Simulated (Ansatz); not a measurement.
# Pressure series in Si

Start from Si in the diamond structure (space group Fd-3m, No. 227).

```yaml
crystal:
  lattice:
    - [0.00000, 2.72216, 2.72216]
    - [2.72216, 0.00000, 2.72216]
    - [2.72216, 2.72216, 0.00000]
  atoms:
    - { symbol: Si, position: [0.50000, 0.50000, 0.50000] }
    - { symbol: Si, position: [0.75000, 0.75000, 0.75000] }
```

Cell and atoms are relaxed at each pressure.

Calculations: Ansatz (an electronic-structure program) r2SCAN, no spin-orbit coupling.

Notes on the quantities. hole mass: degenerate bands, along [100].

```csv
case,band gap,hole mass,lattice parameter a
base,0.78 eV,"0.17, 0.25, 0.25 mₑ (at Γ)",5.444 Å
pressure −2 GPa,0.81 eV,"0.16, 0.26, 0.26 mₑ (at Γ)",5.483 Å
pressure −1 GPa,0.79 eV,"0.17, 0.25, 0.25 mₑ (at Γ)",5.463 Å
pressure 0.3 GPa,0.77 eV,"0.17, 0.25, 0.25 mₑ (at Γ)",[?]
pressure 0.7 GPa,0.76 eV,"0.17, 0.25, 0.25 mₑ (at Γ)",5.431 Å
pressure 1.5 GPa,0.75 eV,"0.18, 0.25, 0.25 mₑ (at Γ)",5.417 Å
pressure 3 GPa,0.72 eV,"0.18, 0.25, 0.25 mₑ (at Γ)",5.392 Å
pressure 5 GPa,0.69 eV,"0.19, 0.24, 0.24 mₑ (at Γ)",5.360 Å
pressure 7.5 GPa,0.65 eV,"0.20, 0.24, 0.24 mₑ (at Γ)",5.323 Å
pressure 10 GPa,0.61 eV,"0.20, 0.24, 0.24 mₑ (at Γ)",5.290 Å
```

Task: Complete the table.

Result: 
- pressure 0.3 GPa, lattice parameter a: 5.439 Å

Load acts through the strain it causes; cell and atoms are relaxed under it. Effective masses come from finite differences of ±0.01 Å⁻¹. Stability against distortions was not tested. Tetrahedral semiconductors of this kind turn to denser phases somewhere between about 1 and 50 GPa; those were not computed, so compressed cells here can lie past the real transition.
